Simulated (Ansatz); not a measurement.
Results of r²SCAN in Ansatz (plane waves, PAW) for BiVO4 (I4₁/a, No. 88, 12 atoms in the cell; start mp-23044; high-temperature phase).

Settings: plane-wave cutoff 500 eV, 12×12×12 k mesh, Fermi–Dirac smearing 0.05 eV, no spin polarisation, scalar-relativistic PAW data made under PBE.

Cell (relaxed at this level):

```cif
data_Bi2O8V2
_chemical_formula_sum 'V2 Bi2 O8'
_space_group_name_H-M_alt 'P 1'
_space_group_IT_number 1
_cell_length_a 6.84657
_cell_length_b 6.84657
_cell_length_c 6.84657
_cell_angle_alpha 136.076
_cell_angle_beta 136.076
_cell_angle_gamma 63.863
loop_
_space_group_symop_operation_xyz
  'x, y, z'
loop_
_atom_site_label
_atom_site_type_symbol
_atom_site_fract_x
_atom_site_fract_y
_atom_site_fract_z
_atom_site_occupancy
V1 V 0.50000 0.50000 0.00000 1
V2 V 0.25000 0.75000 0.50000 1
Bi1 Bi 0.00000 0.00000 0.00000 1
Bi2 Bi 0.75000 0.25000 0.50000 1
O1 O 0.17237 0.56052 0.89032 1
O2 O 0.31052 0.92020 0.88815 1
O3 O 0.67020 0.28205 0.10968 1
O4 O 0.03205 0.42237 0.11185 1
O5 O 0.57763 0.68948 0.60968 1
O6 O 0.43948 0.32980 0.61185 1
O7 O 0.07980 0.96795 0.39032 1
O8 O 0.71795 0.82763 0.38815 1
```

Question: What does this level give for the band gap?

Answer: 
band gap: 2.42 eV (on the SCF k mesh)

Note: the relaxation could not lower the start's symmetry, so the cell can be a saddle point above a distorted one.

Spin–orbit coupling is not included; with these elements it can move the gap by several tenths of an eV or more.

A start named mp-… is a Materials Project structure, which need not be a measured phase.

Ansatz is a program for electronic structure.
